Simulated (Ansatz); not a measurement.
Terminations of the (111) surface of fcc Au, measured from the surface 'clean 1x1'. Atoms come from or go to: Au: fcc Au, Cr: bcc Cr, antiferromagnetic, Cu: fcc Cu, Fe: bcc Fe, ferromagnetic, Ga: alpha gallium, Ge: germanium, In: tetragonal indium, Mg: hcp Mg, Pt: fcc Pt, Sn: beta tin, Zn: hcp Zn. ΔE is the energy of forming the row's surface from that one (negative: more stable at these reservoirs); the vacuum level's shift is aligned on the shared bottom. No zero-point or thermal terms. These are constructed structures in small cells; real faces may alloy, dewet or reconstruct in larger ones, and not all known structures of the face are among them. Slabs of about 12 Å with all that they carry, Fermi-Dirac smearing of 0.1 eV. Bottom of the slabs: a bare face, its two planes held. Relaxed from the named starts with such symmetry as they have, on meshes of like density; energies extrapolated to zero smearing; no spin-orbit coupling, no U. Spin-polarised runs, if any, are marked in brackets, and their order is one that fits the cell; the others ran without spin. A dash marks a value that is undefined for that row (no clear gap, or no work function of a gapped slab) or was not read reliably on its mesh.

Level of theory: PBE (plane waves to 420 eV, PAW; Ansatz, an electronic-structure program).

| surface | atoms added per 1x1 | ΔE per 1x1 (eV) | shift of the vacuum level (eV) | work function (eV) |
|---|---|---|---|---|
| a pseudomorphic layer of Cu in the host's stacking | +1 Cu | 0.46 | -0.71 | 4.44 |
| (√3x√3)R30° surface alloy, In on one Au site of the top plane | -0.333 Au, +0.333 In | -0.28 | -0.60 | 4.56 |
| a layer of Cr in place of the second plane [spin, 3.9 μB a cell] | -1 Au, +1 Cr | 0.79 | -0.53 | 4.65 |
| a layer of Mg in place of the second plane | -1 Au, +1 Mg | -0.81 | -0.51 | 4.63 |
| a pseudomorphic layer of Sn in the host's stacking | +1 Sn | ? | -1.56 | 3.62 |
| a pseudomorphic layer of Fe in the other hollow [spin, 3.1 μB a cell] | +1 Fe | 1.20 | -0.77 | 4.39 |
| a layer of Zn in place of the second plane | -1 Au, +1 Zn | ? | -0.35 | 4.80 |
| a pseudomorphic layer of Pt in the host's stacking | +1 Pt | 0.46 | 0.59 | 5.76 |
| a pseudomorphic layer of In in the host's stacking | +1 In | -0.09 | -1.46 | 3.74 |
| a pseudomorphic layer of Ga in the host's stacking | +1 Ga | ? | -0.88 | 4.31 |
| a layer of Ge in place of the second plane | -1 Au, +1 Ge | 0.21 | 0.02 | 5.19 |
| (√3x√3)R30° surface alloy, Pt on one Au site of the top plane | -0.333 Au, +0.333 Pt | 0.15 | 0.16 | 5.34 |

Task: Some entries are withheld; supply them.

Result: 
- a pseudomorphic layer of Sn in the host's stacking, ΔE per 1x1 (eV): 0.07
- a layer of Zn in place of the second plane, ΔE per 1x1 (eV): -0.38
- a pseudomorphic layer of Ga in the host's stacking, ΔE per 1x1 (eV): -0.26
